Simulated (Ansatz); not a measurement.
Input and output of a relaxation of cell and atoms for HgPt₃ (Cmmm, 4 atoms in the cell) (Ansatz, a quantum-chemistry and plane-wave program).

Level of theory: PBEsol, default PAW files made with PBE (plane waves; Ansatz).

The change in words: atoms on their sites; basis.ecutwfc: 420 eV → 840 eV; relax: default → cell and atoms. Reference geometry:
```yaml
crystal:
  lattice:
    - [2.90564, -3.96068, 0.00000]
    - [2.90564, 3.96068, 0.00000]
    - [0.00000, 0.00000, 2.89696]
  atoms:
    - { symbol: Hg, position: [0.00000, 0.00000, 0.01726] }
    - { symbol: Pt, position: [0.50000, 0.50000, 0.00000] }
    - { symbol: Pt, position: [0.00000, 0.50000, 0.50000] }
    - { symbol: Pt, position: [0.50000, 0.00000, 0.50000] }
```

Reference input (self-consistent single point, DFT, PBEsol, plane waves, default PAW files made with PBE): basis.ecutwfc = 420 eV; kpoints.mp_grid.grid = 6 6 9; hamiltonian.xc = pbesol; hamiltonian.pseudopotentials = {kind: paw} (the program's default PAW files); scf.occupations.method = fermi_dirac; scf.occupations.width = 0.1 eV. This run's input differs from it in these lines:

Ansatz 0.2 input:
```diff
@@ -7,3 +7,3 @@
   atoms:
-    - { symbol: Hg, position: [0.000000, 0.000000, 0.017259] }
+    - { symbol: Hg, position: [0.000000, 0.000000, 0.000000] }
     - { symbol: Pt, position: [0.500000, 0.500000, 0.000000] }
@@ -12,3 +12,3 @@
 basis:
-  ecutwfc: 420.0 eV
+  ecutwfc: 840.0 eV
 kpoints:
@@ -20,2 +20,4 @@
   occupations: { method: fermi_dirac, width: 0.1 eV }
+relax:
+  cell: {}
 output:
```

Output, abridged:

```
   [... SCF lines of the steps left out ...]
relax step   1: F+E_penalty+E_count = -50819.46426440 eV  Δ(F+E_penalty+E_count) = +0.000e0 eV  max|allowed force component| = 1.388e-28 eV/Å  Δτ_max = 0.0000 Å  P = -8.334 GPa  Ω = 66.678 Å³  (6 SCF iters, dr2 threshold 1.00e-7 eV, accepted)
relax step   2: F+E_penalty+E_count = -50819.22859346 eV  Δ(F+E_penalty+E_count) = +2.357e-1 eV  max|allowed force component| = 1.971e-28 eV/Å  Δτ_max = 0.0000 Å  P = +22.515 GPa  Ω = 59.152 Å³  energy of the carried Pulay correction = +9.860e-5 eV  [...]
   [... lines left out ...]
relax step   5: F+E_penalty+E_count = -50819.54267285 eV  Δ(F+E_penalty+E_count) = -3.457e-4 eV  max|allowed force component| = 1.893e-29 eV/Å  Δτ_max = 0.0000 Å  P = +0.015 GPa  Ω = 64.009 Å³  energy of the carried Pulay correction = +3.282e-5 eV  [...]
relax step   6: F+E_penalty+E_count = -50819.54264325 eV  Δ(F+E_penalty+E_count) = +2.961e-5 eV  max|allowed force component| = 3.944e-29 eV/Å  Δτ_max = 0.0000 Å  P = +0.015 GPa  Ω = 64.009 Å³  stress off target by 2.88e-2 GPa  SCF on the basis [...]
basis re-selected at this cell: Δ(F+E_penalty+E_count) = +2.961e-5 eV, ΔP = -0.000 GPa vs the last step
the relaxation is at rest under the 8 symmetry operations that the run kept from its start: a minimum is not shown …
Stability not checked: this state was not tested for a lower state beside it, because too few of the mixer's solves of this state at the end of the SCF gave a …
Free energy (F): -50819.542643 eV
Internal energy: -50819.436777 eV  (E = F + TS)
   [... lines left out ...]
Fermi energy:    21.996113 eV
   [... lines left out ...]
  cell:  # Å, volume = 64.0091 Å³
    - [2.8859599656016797, -3.930384377405106, 0.0]
    - [2.8859599656016797, 3.930384377405106, 0.0]
    - [0.0, 0.0, 2.821543356673849]
  atoms:
    - { symbol: Hg, position: [-3.618041151546606e-35, -3.0102126337240105e-35, 0.0] }
    - { symbol: Pt, position: [0.5, 0.5, 0.0] }
    - { symbol: Pt, position: [0.0, 0.5, 0.49999999999999994] }
    - { symbol: Pt, position: [0.5, 0.0, 0.49999999999999994] }
```

The run converged.  The full log also holds: “iter 4 did not close the SCF: its close was put off for the readings that it lacked (scf_convergence_deferred on its scf_iter line)”. The full log also holds: “iter 5 did not close the SCF: its close was put off for the readings that it lacked (scf_convergence_deferred on its scf_iter line)”.

Summary of the result:
| Item | Result |
|---|---|
| Free energy E − TS (on the zero of these files) | -50819.5426 eV |
| Fermi level (on the code's own zero) | 22.00 eV |
| Pressure | 0.02 GPa |
| Final cell | a = b = 4.876 Å, c = 2.822 Å, α = β = 90.00°, γ = 107.42° |
| Final volume per atom | 16.00 Å³ |
| Relaxation steps | 6 |

The starting cell comes from a database of computed structures (which also holds hypothetical and non-ambient phases and stackings), without a prior relaxation at this level. Its lattice was rescaled by up to half a per cent. Spin polarisation is off. The relaxation keeps the symmetry of its start, so its end need not be a minimum. Ansatz's pressure includes its estimate of the finite-basis (Pulay) stress.

Cost on one core of a shared machine: roughly 2 min.
